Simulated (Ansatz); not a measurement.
Lattice parameter c of HgSe (model structure, started from the beta GaS type, P6₃/mmc, No. 194, 8 atoms in the cell) at several levels of theory

No measured value is used here.

### Question
Put these levels in order of the lattice parameter c that they give for HgSe (model structure, started from the beta GaS type, P6₃/mmc, No. 194, 8 atoms in the cell), smallest first: PBE (Ansatz, a quantum-chemistry and plane-wave program), PBE-D3(BJ) (Ansatz), PBEsol (Ansatz).

### Answer
PBE-D3(BJ) (14.611 Å), PBEsol (14.996 Å), PBE (16.794 Å)

Density-functional levels without +SOC have no spin–orbit coupling. Ansatz's density-functional and Hartree–Fock values are scalar-relativistic unless marked +SOC, with PAW data made under PBE.

A model structure was made by putting elements into a prototype or built by hand; it is no filed structure, need not be a known phase, and can be a saddle point held by its symmetry.
